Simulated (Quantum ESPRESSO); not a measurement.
Input and output of a self-consistent single point for Ti4O3 (I4/mmm, 7 atoms in the cell) (Quantum ESPRESSO).

Level of theory: PBEsol, PseudoDojo standard norm-conserving (PBESOL) pseudopotentials (plane waves; Quantum ESPRESSO).

```xyz
7
Lattice="2.1345 -2.1345 4.1061 2.1345 2.1345 4.1061 -2.1345 -2.1345 4.1061" Properties=species:S:1:pos:R:3 pbc="T T T"
Ti     0.0000     2.1345     0.0000
Ti    -2.1345     0.0000     0.0000
Ti     0.0000     0.0000     2.2386
Ti     0.0000     0.0000     5.9736
O     -2.1345     0.0000     2.0530
O      0.0000     2.1345     2.0530
O      0.0000     0.0000     0.0000
```

Reference input (self-consistent single point, DFT, PBEsol, plane waves, PseudoDojo standard norm-conserving (PBESOL) pseudopotentials): ecutwfc = 85 Ry; occupations = smearing; smearing = fd; degauss = 0.0073499 Ry; potentials = {Ti: Ti.upf, O: O.upf}; K_POINTS = automatic 6 6 6 0 0 0; conv_thr = 1e-09 Ry. This run's input differs from it in these lines:

```diff
@@ -14,3 +14,3 @@
   ntyp = 2,
-  ecutwfc = 85,
+  ecutwfc = 68,
   occupations = 'smearing',
```

Log, with long lists cut:

```
     Self-consistent Calculation

     iteration #  1     ecut=    68.00 Ry     beta= 0.70

     total energy              =    -573.57441928 Ry
     estimated scf accuracy    <       0.82876958 Ry

     iteration #  2     ecut=    68.00 Ry     beta= 0.70

     total energy              =    -573.43314112 Ry
     estimated scf accuracy    <       2.77928625 Ry

     iteration #  3     ecut=    68.00 Ry     beta= 0.70

     total energy              =    -573.83185840 Ry
     estimated scf accuracy    <       1.42450092 Ry

   [... 11 blocks of this kind left out ...]

     iteration # 15     ecut=    68.00 Ry     beta= 0.70
     c_bands:  1 eigenvalues not converged
     c_bands:  1 eigenvalues not converged

     total energy              =    -573.99432080 Ry
     estimated scf accuracy    <          1.2E-09 Ry

     iteration # 16     ecut=    68.00 Ry     beta= 0.70
     End of self-consistent calculation

     the Fermi energy is    16.3898 ev

!    total energy              =    -573.99432080 Ry
     estimated scf accuracy    <          4.4E-10 Ry
     smearing contrib. (-TS)   =      -0.00852221 Ry
     internal energy E=F+TS    =    -573.98579859 Ry

     convergence has been achieved in  16 iterations

     Forces acting on atoms (cartesian axes, Ry/au):

     atom    1 type  1   force =     0.00000000    0.00000000   -0.00000000
     atom    2 type  1   force =    -0.00000000    0.00000000    0.00000000
     atom    3 type  1   force =    -0.00000000    0.00000000   -0.02039054
     atom    4 type  1   force =    -0.00000000    0.00000000    0.02039054
     atom    5 type  2   force =     0.00000000    0.00000000    0.00000000
   [... lines left out ...]

     Total force =     0.028837     Total SCF correction =     0.000012

          total   stress  (Ry/bohr**3)                   (kbar)     P=      -92.56
  -0.00065714  -0.00000000  -0.00000000          -96.67       -0.00       -0.00
  -0.00000000  -0.00065714   0.00000000           -0.00      -96.67        0.00
  -0.00000000   0.00000000  -0.00057325           -0.00        0.00      -84.33

   JOB DONE.
```

The run converged in 16 iterations. Against the reference run the free energy goes up by 17.7 meV/atom, the pressure goes from -6.31 to -9.26 GPa and the largest force hardly changes (0.520 to 0.524 eV/Å).

The starting cell comes from a database of computed structures (which also holds hypothetical and non-ambient phases and stackings), without a prior relaxation at this level. Spin polarisation is off, so a magnetic state, if there is one, cannot be reached.

Cost on one core of a shared machine: roughly 3 min.
